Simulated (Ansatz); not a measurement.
The reference is Mg in the hcp (Mg type) structure (space group P6_3/mmc, No. 194; a = 3.175 Å, c = 5.185 Å).

Computed with DFT with r2SCAN, PAW potentials and a 500 eV plane-wave cutoff in Ansatz (a program for electronic structure), spin-orbit coupling left out, earlier PAW set.

One change was made to it. Results:

```csv
quantity,base,after
band gap,zero,zero
shortest interatomic distance,3.175 Å,3.185 Å
c/a ratio,1.633,1.587
```

**Question.** Name the change that was made.
(A) Mg → Li
(B) Mg → Zr
(C) Mg → Na

**Answer.** B, Mg → Zr. For comparison, the shortest interatomic distance in the other runs: Mg → Na gives 3.765 Å; Mg → Li gives 3.094 Å.

No phonon test of stability was made. The final runs are not spin-polarised. This is not the structure that Na has at room temperature and ambient pressure. This is not the structure that Li has at room temperature and ambient pressure.
